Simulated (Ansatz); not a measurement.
**Cu, pressure series**

The reference is Cu in the fcc (Cu type) structure (space group Fm-3m, No. 225; a = 3.5790 Å).

Cell and atoms are relaxed at each pressure.

Method: Ansatz (a program for electronic structure), r2SCAN, PAW, cutoff 500 eV, no spin-orbit coupling, earlier PAW set.

Notes on the quantities. enthalpy: H = E + PV relative to the base's energy.

| case | lattice parameter a | enthalpy |
|---|---|---|
| base | 3.579 Å | – |
| pressure −2 GPa | 3.594 Å | -0.14 eV/atom |
| pressure −1 GPa | 3.586 Å | -0.07 eV/atom |
| pressure 0.9 GPa | 3.573 Å | +0.06 eV/atom |
| pressure 2.1 GPa | 3.564 Å | +0.15 eV/atom |
| pressure 4.5 GPa | 3.548 Å | +0.32 eV/atom |
| pressure 9 GPa | 3.521 Å | +0.63 eV/atom |
| pressure 15 GPa | 3.489 Å | +1.03 eV/atom |
| pressure 22.5 GPa | 3.455 Å | +1.52 eV/atom |
| pressure 30 GPa | 3.425 Å | +2.00 eV/atom |

Load acts through the strain it causes; cell and atoms are relaxed under it. Whether these cells are dynamically stable was not tested. Competing high-pressure phases were not computed. The final runs are not spin-polarised.
